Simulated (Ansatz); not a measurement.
Results of PBEsol (Ansatz, an electronic-structure program, plane waves, PAW) for MgS (model structure, within 0.1 Å of P4/mmm, No. 123, 4 atoms in the cell).

Numerical settings: plane-wave cutoff 500 eV, 10×10×8 k mesh (along the axes of the cell as run), Fermi–Dirac smearing 0.05 eV, scalar-relativistic PAW data made under PBE.

Cell (relaxed at this level):

MgS is modelled in the tetragonal space group P4/mmm (No. 123), Pearson symbol tP2. Cell: a = b = 3.482 Å, c = 6.287 Å, α = β = γ = 90.00°. Mg on 1c is coordinated by 4 S at 2.462 Å (square planar). S on 1a has 4 Mg at 2.462 Å (square planar). (Neighbours: up to the widest gap in distance over summed covalent radii, below 1.35, at either atom; cation-cation and far metal-metal contacts left out.)
(The calculation used a cell of 4 atoms; values per cell refer to that cell.)

Problem. Estimate the band gap that the calculation returns.

Solution. 
- band gap = 2.57 eV (on the SCF k mesh)

Note: the cell has widely spaced layers and the level no dispersion term, so their spacing and the moduli can rest on weak binding.

Computed values are for the static lattice.

A model structure was made by putting elements into a prototype or built by hand; it is no filed structure, need not be a known phase, and can be a saddle point held by its symmetry.
